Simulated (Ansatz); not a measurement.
## Ga2O3 (space group C2/m, No. 12)

```yaml
crystal:
  lattice:
    - [6.22799, -1.54164, 0.00000]
    - [6.22799, 1.54164, 0.00000]
    - [-1.39171, 0.00000, 5.71014]
  atoms:
    - { symbol: Ga, position: [0.08990, 0.08990, 0.79472] }
    - { symbol: Ga, position: [0.91010, 0.91010, 0.20528] }
    - { symbol: Ga, position: [0.65849, 0.65849, 0.31418] }
    - { symbol: Ga, position: [0.34151, 0.34151, 0.68582] }
    - { symbol: O, position: [0.16348, 0.16348, 0.10915] }
    - { symbol: O, position: [0.83652, 0.83652, 0.89085] }
    - { symbol: O, position: [0.17370, 0.17370, 0.56434] }
    - { symbol: O, position: [0.82630, 0.82630, 0.43566] }
    - { symbol: O, position: [0.49601, 0.49601, 0.25670] }
    - { symbol: O, position: [0.50399, 0.50399, 0.74330] }
```

Method: Ansatz (an electronic-structure program), PBE, PAW, cutoff 420 eV, no SOC, earlier PAW set. Γ-centred 11×11×6 mesh, Fermi–Dirac width 0.05 eV.

Volume per atom: 10.96 Å³
Density: 5.68 g/cm³
Band gap: 2.01 eV, indirect, k = (0.455, -0.455, -1/2) in the run's primitive reciprocal basis → Γ
Lowest conduction-band minima above the VBM: Γ 2.01 eV
Total energy: -1854.017 eV/atom (σ→0; compares only within this code and set-up)

Stability against distortions was not tested.
